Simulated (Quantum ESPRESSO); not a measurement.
Quantum ESPRESSO is run on Sn4TeSe3 (Pm, 8 atoms in the cell), and the run fails. The aim is a self-consistent single point with DFT, LDA (PZ), plane waves, GBRV 1.5 ultrasoft (LDA) pseudopotentials.

Cell that was meant: a = 4.8038 Å, b = 4.3396 Å, c = 12.1959 Å, α = 90.00°, β = 90.48°, γ = 90.00°.

Part of the input:

```fortran
   celldm(5) = -0.00836877199,
   nat = 8,
   ntyp = 3,
   ecutwfc = 40.0,
   ecutrho = 200,
   occupations = 'fixed',
   nbnd = 42,
[...]
Te    0.057200474    0.000000000    4.352454850
Se    2.412521215    2.169798500    1.808715792
Se    4.725451937    2.169798500    7.934763370
Se    2,309815568    0,000000000   10,384231152
K_POINTS {automatic}
3 3 2  1 1 1
```

The program printed (abridged):

```
     This program is part of the open-source Quantum ESPRESSO suite
     for quantum simulation of materials; please cite

[eval_infix.c] A parsing error occurred
helper string:
2,309815568
error code:
Error: invalid token: ,

 %%%%%%%%%%%%%%%%%%%%%%%%%%%%%%%%%%%%%%%%%%%%%%%%%%%%%%%%%%%%%%%%%%%%%%%%%%%%%%
     Error in routine card_atomic_positions (1):
     Error while parsing atomic position card.
 %%%%%%%%%%%%%%%%%%%%%%%%%%%%%%%%%%%%%%%%%%%%%%%%%%%%%%%%%%%%%%%%%%%%%%%%%%%%%%

     stopping ...
```

Task: From the messages shown, name the fault and mend the input.

Result: The fault is decimal commas. The program does not read a comma as a decimal mark. To fix it, use decimal points. The program stopped before any SCF iteration.

The sound input it was made from differs as follows (other fixes are possible):
```diff
-   ecutwfc = 40.0,
+   ecutwfc = 40,
-Se    2,309815568    0,000000000   10,384231152
+Se    2.309815568    0.000000000   10.384231152
```

With that input, the run converged in 17 iterations: free energy E − TS -10773.5278 eV; top of the valence band (on the code's own zero) 5.51 eV; gap on the k-point mesh 1.35 eV; pressure -5.51 GPa; largest force (vector length) 0.469 eV/Å (DFT, LDA (PZ), plane waves, GBRV 1.5 ultrasoft (LDA) pseudopotentials).

On the sound input: the starting cell comes from a database of computed structures (which also holds hypothetical and non-ambient phases and stackings), without a prior relaxation at this level. Its lattice was rescaled by a random factor within 2.5 % of one. Spin-orbit coupling is off. With a pressure of about -6 GPa the cell is away from its equilibrium volume at this level. The shifted mesh does not hold Γ, so a gap read on it misses any band edge there.
